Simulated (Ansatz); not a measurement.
## Habitual settings against a tight run: CrAgP2Se6 (C2, 10 atoms in the cell)

Self-consistent single point.

```yaml
crystal:
  lattice:
    - [3.21998, -5.57696, 0.00000]
    - [3.21998, 5.57696, 0.00000]
    - [-2.07383, 0.00000, 7.12245]
  atoms:
    - { symbol: Cr, position: [0.66634, 0.33366, 0.00000], spin: 3.0 }
    - { symbol: Ag, position: [0.33314, 0.66686, 0.00000] }
    - { symbol: P, position: [0.05106, 0.05050, 0.15728] }
    - { symbol: P, position: [0.94950, 0.94894, 0.84272] }
    - { symbol: Se, position: [0.43479, 0.12061, 0.24155] }
    - { symbol: Se, position: [0.87939, 0.56521, 0.75845] }
    - { symbol: Se, position: [0.03504, 0.39196, 0.24177] }
    - { symbol: Se, position: [0.60804, 0.96496, 0.75823] }
    - { symbol: Se, position: [0.76330, 0.72060, 0.24090] }
    - { symbol: Se, position: [0.27940, 0.23670, 0.75910] }
```
(The spins are starting values, not results.)

Method: PBEsol, default PAW files made with PBE (plane waves; Ansatz, a quantum-chemistry and plane-wave program).

Base settings: basis.ecutwfc = 420 eV; kpoints.mp_grid.grid = 4 4 3; hamiltonian.xc = pbesol; hamiltonian.pseudopotentials = {kind: paw} (the program's default PAW files); magnetization.spin_polarized = true; scf.occupations.method = gaussian; scf.occupations.width = 0.01 eV.

Tight run (finer mesh or higher cutoff; not a proven limit): basis.ecutwfc: 420 eV → 590 eV; kpoints.mp_grid.grid: 4 4 3 → 6 6 5; scf.convergence.dr2_threshold: default (1e-07 eV) → 1e-09 eV. It gave top of the valence band (on the code's own zero) 6.77 eV; gap on the k-point mesh 0.65 eV; pressure -4.10 GPa; largest force (vector length) 0.495 eV/Å; size of the cell's spin moment 3.00 μB.

Quick runs, as changes from the base:
- A: basis.ecutwfc: 420 eV → 210 eV; kpoints.mp_grid.grid: 4 4 3 → 4 4 4; hamiltonian.xc: pbesol → lda; scf.occupations.width: 0.01 eV → 0.272 eV; scf.convergence.dr2_threshold: default (1e-07 eV) → 0.001 eV [LDA (PW92)]
- B: basis.ecutwfc: 420 eV → 335 eV; kpoints.mp_grid.grid: 4 4 3 → 2 2 2; scf.convergence.dr2_threshold: default (1e-07 eV) → 0.001 eV
- C: basis.ecutwfc: 420 eV → 295 eV; kpoints.mp_grid.grid: 4 4 3 → 4 4 4; scf.occupations.method: gaussian → methfessel_paxton; scf.occupations.width: 0.01 eV → 0.2 eV

Dashes: energy of A, another energy zero.

† marks runs with another functional, U, potentials or spin treatment: their distance from the tight run is not a convergence error alone.

The count of work is k-points × plane waves × bands × iterations; it is no time. 

Pressures in the table are Ansatz's without its Pulay estimate, at a fixed set of plane waves; the tight run's value above holds the estimate.

The starting cell comes from a database of computed structures (which also holds hypothetical and non-ambient phases and stackings), without a prior relaxation at this level. Its lattice was rescaled by a random factor within 2.5 % of one. With one magnetic atom in the cell only a parallel order is possible. In the base run, with a pressure of about -4 GPa the cell is away from its equilibrium volume at this level.

```csv
run,energy less tight (meV/atom),pressure less tight (GPa),largest miss in a force vector (eV/Å),count of work / tight
A†,–,-83.86,0.205,0.050
B,33.3,-0.73,0.132,0.025
C,82.0,-4.63,0.010,0.14
```

Among the runs at the tight run's level, the energy misses run from 33.3 to 82.0 meV/atom.

Left out of this page: 2 runs of the series outside the window shown, repeating another row's setting, or not comparable.

Keys are those of Ansatz 0.2.
